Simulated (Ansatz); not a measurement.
# Do energy and pressure agree? Two volumes of HfC (I4mm, 2 atoms in the cell)

```
HfC
1.0
    0.00000     2.33160     2.33160
    2.33160     0.00000     2.33160
    2.33160     2.33160     0.00000
Hf C
1 1
Cartesian
  0.00000   0.00000   0.05000
  2.33160   2.33160   2.33160
```

Computed with LDA (PW92), PAW files made with PBE (plane waves; Ansatz, an electronic-structure program).

Settings: basis.ecutwfc = 1010 eV; kpoints.mp_grid.grid = 12 12 12; hamiltonian.xc = lda; hamiltonian.pseudopotentials = {kind: paw} (the program's default PAW files); scf.occupations.method = fermi_dirac; scf.occupations.width = 0.1 eV. This cutoff ends a ladder whose last two steps agree within 1 meV/atom.

The second cell is the first with its lattice scaled by 0.98, at the same fractional positions.

The starting cell has typed, rounded lattice constants, without a prior relaxation at this level. Its lattice was rescaled by up to half a per cent. One atom was moved a little off its site on purpose. Ansatz's pressure includes its estimate of the finite-basis (Pulay) stress.

| cell | volume (Å³/atom) | pressure (GPa) | F less the first cell's (meV/atom) |
|---|---|---|---|
| first | 12.6754 | -13.48 | 0.00 |
| second | 11.9300 | 0.72 | ? |

Task: Estimate the energy of the second cell from the pressures, and the bulk modulus between the two volumes.

Result: With P = −dF/dV, the trapezoid gives ΔF ≈ −(P₁ + P₂)/2 · ΔV = −(-6.380 GPa) · (-0.7454 Å³) = -29.68 meV/atom (1 eV/Å³ = 160.22 GPa). The modulus at fixed fractional positions is B = −ΔP/Δln V = 234 GPa, a mean over the interval. P(V) is curved, so the trapezoid lies high by about |ΔV|³·B·(1 + B′)/(12·V̄²) = 1.67 meV/atom for an assumed B′ = 4, which leaves -31.35 meV/atom. The runs gave -31.38 meV/atom, a miss of 0.03 meV/atom. Cases were kept where this miss is small, so the page shows the method and is no test of it.

Left out of this page: 15 runs of the series outside the window shown, repeating another row's setting, or not comparable.

Keys are those of Ansatz 0.2.
